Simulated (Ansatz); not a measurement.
# A computed series for hypothetical P6_3/mmc Zr2BSe: response to strain

Base system: Zr2BSe (space group P6_3/mmc, No. 194; a hypothetical phase, not in the database extracts checked).

```yaml
crystal:
  lattice:
    - [3.57239, 0.00000, 0.00000]
    - [-1.78619, 3.09378, 0.00000]
    - [0.00000, 0.00000, 12.71914]
  atoms:
    - { symbol: Zr, position: [0.33333, 0.66667, 0.39934] }
    - { symbol: Zr, position: [0.66667, 0.33333, 0.60066] }
    - { symbol: Zr, position: [0.66667, 0.33333, 0.89934] }
    - { symbol: Zr, position: [0.33333, 0.66667, 0.10066] }
    - { symbol: B, position: [0.00000, 0.00000, 0.50000] }
    - { symbol: B, position: [0.00000, 0.00000, 0.00000] }
    - { symbol: Se, position: [0.66667, 0.33333, 0.25000] }
    - { symbol: Se, position: [0.33333, 0.66667, 0.75000] }
```

Cartesian axes are those of the cell as printed.

Strains are applied to the cell and any free atomic positions relax; under biaxial strain the out-of-plane vector relaxes too.

The values are results of PBE/PAW in Ansatz (a program for electronic structure), no spin-orbit coupling, not measurements.

Notes on the quantities. pressure: mean of the normal stresses, compression positive.

```tsv
case	pressure	shortest interatomic distance
base	0.0 GPa	2.428 Å
biaxial strain −4.79 %, plane normal [001], relaxed out of plane	…	2.369 Å
biaxial strain −1.73 %, plane normal [001], relaxed out of plane	3.2 GPa	2.405 Å
biaxial strain +2.49 %, plane normal [001], relaxed out of plane	-4.0 GPa	2.462 Å
uniaxial strain ε_zz = +2.63 %	-3.3 GPa	…
```

Problem. Complete the table.

Solution. 
- biaxial strain −4.79 %, plane normal [001], relaxed out of plane, pressure: 9.5 GPa
- uniaxial strain ε_zz = +2.63 %, shortest interatomic distance: 2.439 Å

Without a gap, meshes like the base's 15×15×4 leave anisotropic stresses uncertain by several tenths of a GPa, and small strain energies with them. Stability against distortions was not tested. The final runs are not spin-polarised.
